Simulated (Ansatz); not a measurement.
Start from C in the graphite type structure (space group P6_3/mmc, No. 194; a = 2.4581 Å, c = 6.5649 Å; layered, stacked along the Cartesian z axis). Axes: x lies along a and z along c of the hexagonal cell.

Level of theory: PBEsol-D3(BJ) in Ansatz (plane waves to 420 eV, PAW, no SOC), earlier PAW set.

Base values:

The pressure is 0.0 GPa and the shortest interatomic distance is 141.9 pm.

Modification: compressive biaxial strain of 3.41 % in the plane normal to [001], as in epitaxy on a mismatched substrate; the out-of-plane cell vector and the atoms relax.

### Question
Estimate the effect on the pressure.

### Answer
The pressure (mean of the normal stresses, compression positive) goes from zero to 36.5 GPa.

### Question
What happens to the shortest interatomic distance?

### Answer
The shortest interatomic distance drops by 4.8 pm to 137.1 pm.

A case with no gap was solved on a k-mesh chosen for an insulator, which is coarse for it. No phonon test of stability was made.

Ansatz is a quantum-chemistry and plane-wave program.
